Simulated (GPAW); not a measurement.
Parameter sweep on MgH₂ (P4_2/mnm, 6 atoms in the cell)

```yaml
crystal:
  lattice:
    - [4.48833, 0.00000, 0.00000]
    - [0.00000, 4.48833, 0.00000]
    - [0.00000, 0.00000, 3.00032]
  atoms:
    - { symbol: Mg, position: [0.50000, 0.50000, 0.50000] }
    - { symbol: Mg, position: [0.00000, 0.00000, 0.00000] }
    - { symbol: H, position: [0.69557, 0.69557, 0.00000] }
    - { symbol: H, position: [0.30443, 0.30443, 0.00000] }
    - { symbol: H, position: [0.80443, 0.19557, 0.50000] }
    - { symbol: H, position: [0.19557, 0.80443, 0.50000] }
```

Base run A: GPAW 25.7.0 with PBE, GPAW PAW datasets PBE (gpaw-data 1.0.1), self-consistent single point.

Its settings: mode = pw; ecut = 850 eV; xc = PBE; kpts = 5 5 7; mesh shift (steps) = 0 0 0; occupations.name = fixed-uniform; nbands = -4; convergence.density = 1e-05 e/electron; convergence.bands = -2; symmetry.symmorphic = false; symmetry.tolerance = 0.0005; maxiter = 150.

The starting cell comes from a database of computed structures (which also holds hypothetical and non-ambient phases and stackings), without a prior relaxation at this level. Its lattice was rescaled by a random factor within 2.5 % of one.

ΔF is the free energy per atom less that of run A. 

```tsv
run	kpts	ΔF (meV/atom)	pressure (GPa)	largest force (eV/Å)	gap on the mesh (eV)	k-points
A	5 5 7	0.00	0.80	0.005	3.977	24
B	3 3 4	1.26	0.85	0.001	3.920	9
C	4 4 5	0.05	0.81	0.004	4.444	18
D	4 4 6	0.11	0.81	0.004	3.940	24
```

Run D against A: The free energy stays essentially unchanged (within 1 meV/atom), the pressure hardly changes (0.80 to 0.81 GPa), the largest force hardly changes (0.005 to 0.004 eV/Å) and the gap on the mesh goes from 3.977 to 3.940 eV.

Run C against A: The free energy hardly moves (within 1 meV/atom), the pressure moves little (0.80 to 0.81 GPa), the largest force moves little (0.005 to 0.004 eV/Å) and the gap on the mesh goes from 3.977 to 4.444 eV.
